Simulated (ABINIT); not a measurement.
# ABINIT run on FeCo (Pm-3m, 2 atoms in the cell): self-consistent single point

Level of theory: PBE, PAW (JTH v2.0 PBE PAW) (plane waves; ABINIT 10.0.3).

Input:

```
# FeCo, JTH v2.0 PBE PAW
pp_dirpath "./"
pseudos "Fe.GGA_PBE-JTH.xml, Co.GGA_PBE-JTH.xml"
acell 2.8390300000 2.8390300000 2.8390300000 Angstrom
rprim
         1.0000000000    0.0000000000    0.0000000000
         0.0000000000    1.0000000000    0.0000000000
         0.0000000000    0.0000000000    1.0000000000
natom 2
ntypat 2
znucl 26 27
typat 1 2
xcart
         0.0000000000    0.0000000000    0.0000000000
         1.4195150000    1.4195150000    1.4195150000
      Angstrom
ecut 30
pawecutdg 60
nsppol 2
spinat
      0 0 4
      0 0 3
occopt 7
tsmear 0.00734986
nband 27
kptopt 1
ngkpt 15 15 15
nshiftk 1
shiftk 0 0 0
nstep 50
tolvrs 1.0e-12
prtwf 0
prtden 0
enunit 1
```

Output, abridged:

```
 Symmetries : space group Pm -3 m (#221); Bravais cP (primitive cubic)

 -outvars: echo values of preprocessed input variables --------
            acell      5.3649891830E+00  5.3649891830E+00  5.3649891830E+00 Bohr
             ecut      3.00000000E+01 Hartree
           enunit           1
              ixc     -101130
         kptrlatt       15    0    0      0   15    0      0    0   15
          kptrlen      8.04748377E+01
            natom           2
            nband          27
            ngfft          30      30      30
          ngfftdg          40      40      40
             nkpt         120
           nspden           2
           nsppol           2
            nstep          50
             nsym          48
           ntypat           2
           occopt           7
        pawecutdg      6.00000000E+01 Hartree
          spgroup         221
           spinat      0.0000000000E+00  0.0000000000E+00  4.0000000000E+00
                       0.0000000000E+00  0.0000000000E+00  3.0000000000E+00
           tolvrs      1.00000000E-12
           tsmear      7.34986000E-03 Hartree
            typat      1  2
           useylm           1
             xred      0.0000000000E+00  0.0000000000E+00  0.0000000000E+00
                       5.0000000000E-01  5.0000000000E-01  5.0000000000E-01
            znucl       26.00000   27.00000

== DATASET  1 ==================================================================

 Real(R)+Recip(G) space primitive vectors, cartesian coordinates (Bohr,Bohr^-1):
 R(1)=  5.3649892  0.0000000  0.0000000  G(1)=  0.1863937  0.0000000  0.0000000
 R(2)=  0.0000000  5.3649892  0.0000000  G(2)=  0.0000000  0.1863937  0.0000000
 R(3)=  0.0000000  0.0000000  5.3649892  G(3)=  0.0000000  0.0000000  0.1863937
 Unit cell volume ucvol=  1.5442107E+02 bohr^3
 Angles (23,13,12)=  9.00000000E+01  9.00000000E+01  9.00000000E+01 degrees

 Coarse grid specifications (used for wave-functions):

 getcut: wavevector=  0.0000  0.0000  0.0000  ngfft=  30  30  30
         ecut(hartree)=     30.000   => boxcut(ratio)=   2.26791

 Fine grid specifications (used for densities):

 getcut: wavevector=  0.0000  0.0000  0.0000  ngfft=  40  40  40
         ecut(hartree)=     60.000   => boxcut(ratio)=   2.13821

   1.52461764E+03                                ecore*ucvol(ha*bohr**3)

_setup2: Arith. and geom. avg. npw (full set) are    1211.860    1211.846

--- !BeginCycle
solver: {iscf: 17, nstep: 50, nline: 4, wfoptalg: 10, }
tolerances: {tolvrs: 1.00E-12, }
...

     iter   Etot(hartree)     deltaE(h) residm    nres2    magn
 ETOT  1  -259.55903535812    -2.60E+02 4.23E+01 6.93E+02 2.287
 ETOT  2  -274.63036967616    -1.51E+01 5.98E-01 3.38E+03 0.246
 ETOT  3  -271.01611933649     3.61E+00 1.89E+00 5.03E+02 3.708
 ETOT  4  -271.02465506172    -8.54E-03 5.85E-01 5.56E+02 2.122
 ETOT  5  -270.86357028829     1.61E-01 5.57E-01 9.07E+01 3.971
 ETOT  6  -270.84853601517     1.50E-02 1.58E-01 2.02E+01 4.167
   [... 21 lines left out ...]
 ETOT 28  -270.85409188057     5.63E-12 1.24E-04 7.00E-10 4.511
 ETOT 29  -270.85409188057     2.56E-12 3.28E-04 8.58E-11 4.511
 ETOT 30  -270.85409188058    -8.58E-12 7.92E-05 2.77E-11 4.511
 ETOT 31  -270.85409188058     1.08E-12 2.61E-04 1.47E-12 4.511
 ETOT 32  -270.85409188058     7.96E-13 5.62E-05 3.43E-13 4.511

 At SCF step   32       nres2   =  3.43E-13 < tolvrs=  1.00E-12 =>converged.

 Cartesian components of stress tensor (hartree/bohr^3)
  sigma(1 1)= -6.32304170E-06  sigma(3 2)=  0.00000000E+00
  sigma(2 2)= -6.32304170E-06  sigma(3 1)=  0.00000000E+00
  sigma(3 3)= -6.32304170E-06  sigma(2 1)=  0.00000000E+00

 Integrated electronic and magnetization densities in atomic spheres:
 Radius=ratsph(iatom), smearing ratsm=  0.0000. Diff(up-dn)=approximate z local magnetic moment.
 Atom    Radius    up_density   dn_density  Total(up+dn)  Diff(up-dn)
    1   2.11532     8.577002     5.775788     14.352790     2.801214
    2   2.10903     8.675046     6.850883     15.525929     1.824163
  Sum:             17.252047    12.626671     29.878719     4.625376
 Total magnetization (from the atomic spheres):             4.625376
 Total magnetization (exact up - dn):                       4.511238

 ----iterations are completed or convergence reached----

 reduced coordinates (array xred) for    2 atoms
       0.000000000000      0.000000000000      0.000000000000
       0.500000000000      0.500000000000      0.500000000000
 cartesian forces (eV/Angstrom) at end:
    1     -0.00000000000000    -0.00000000000000    -0.00000000000000
    2     -0.00000000000000    -0.00000000000000    -0.00000000000000
 frms,max,avg= 0.0000000E+00 0.0000000E+00   0.000E+00  0.000E+00  0.000E+00 e/A
 length scales=  5.364989183046  5.364989183046  5.364989183046 bohr
              =  2.839030000000  2.839030000000  2.839030000000 angstroms
 Fermi (or HOMO) energy (eV) =  11.67790   Average Vxc (eV)= -12.63503
 Eigenvalues (   eV  ) for nkpt= 120  k points, SPIN UP:
 kpt#   1, nband= 27, wtk=  0.00030, kpt=  0.0000  0.0000  0.0000 (reduced coord)
 -84.79017  -77.29545  -48.02506  -48.02506  -48.02506  -43.29132  -43.29132  -43.29132
   2.53410    6.26446    6.26446    8.55877    8.55877    8.55877    9.72674    9.72674
  10.78513   10.78513   10.78513   20.68047   20.68047   20.68047   26.36294   26.36294
  30.85146   35.93143   35.93143
 prteigrs : prtvol=0 or 1, do not print more k-points.

 Eigenvalues (   eV  ) for nkpt= 120  k points, SPIN DOWN:
 kpt#   1, nband= 27, wtk=  0.00030, kpt=  0.0000  0.0000  0.0000 (reduced coord)
 -82.55377  -74.01259  -45.84869  -45.84869  -45.84869  -40.08863  -40.08863  -40.08863
   2.67956    8.06079    8.06079   10.56456   10.56456   10.56456   12.42258   12.42258
  13.28944   13.28944   13.28944   20.94225   20.94225   20.94225   27.35129   27.35129
  31.90929   35.68022   35.68022
 prteigrs : prtvol=0 or 1, do not print more k-points.

--- !EnergyTerms
comment             : Components of total free energy in Hartree
kinetic             :  2.39086469538893E+01
hartree             :  5.91610729280602E+01
xc                  : -6.55590875210573E+00
Ewald energy        : -1.84770204223086E+02
psp_core            :  9.87311939619755E+00
local_psp           : -1.86699359956940E+02
spherical_terms     :  1.42295919032774E+01
internal            : -2.70853041750707E+02
'-kT*entropy'       : -1.05003566702023E-03
total_energy        : -2.70854091786374E+02
total_energy_eV     : -7.37031466165070E+03
...

-Cartesian components of stress tensor (GPa)         [Pressure=  1.8603E-01 GPa]
- sigma(1 1)= -1.86030278E-01  sigma(3 2)=  0.00000000E+00
- sigma(2 2)= -1.86030278E-01  sigma(3 1)=  0.00000000E+00
- sigma(3 3)= -1.86030278E-01  sigma(2 1)=  0.00000000E+00

 Calculation completed.
```

The run converged in 32 iterations.

The starting cell comes from a database of computed structures (which also holds hypothetical and non-ambient phases and stackings), without a prior relaxation at this level. The magnetic order is the one reached from the typed start; others were not searched systematically.

These are the values that this program gave, and no reference: the one-centre exchange-correlation terms come from a truncated expansion.

Cost on one core of a shared machine: roughly 10 min.
